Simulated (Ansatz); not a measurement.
Take HfO2 in the fluorite structure (space group Fm-3m, No. 225) as the base.

```
CELL_PARAMETERS angstrom
      0.00000     2.52923     2.52923
      2.52923     0.00000     2.52923
      2.52923     2.52923     0.00000
ATOMIC_POSITIONS crystal
  Hf 0.00000 0.00000 0.00000
  O  0.25000 0.25000 0.25000
  O  0.75000 0.75000 0.75000
```

Cartesian axes are those of the cell as printed.

Method: Kohn–Sham DFT with the r2SCAN functional, run in Ansatz (a quantum-chemistry and plane-wave program) with PAW and 500 eV plane waves, no spin-orbit coupling.

Free-standing slabs (3 atom(s) a layer) normal to [111] with 15 Å of vacuum; in-plane cell held at bulk.

One change was made to it. Results:

```csv
quantity,base,after
band gap,4.30 eV,4.59 eV
gap character,–,direct at M
```

Question: Which of these changes matches the shifts?
(A) 4 layers
(B) 5 layers
(C) 1 layer

Answer: A, 4 layers. For comparison, the band gap in the other runs: 1 layer gives 4.12 eV; 5 layers gives 4.50 eV.

With Hf present, leaving out spin-orbit coupling can change the band edges. No phonon test of stability was made. This is not the structure that HfO2 has at room temperature and ambient pressure. Labels are those of the standard path for the cell's own space group.
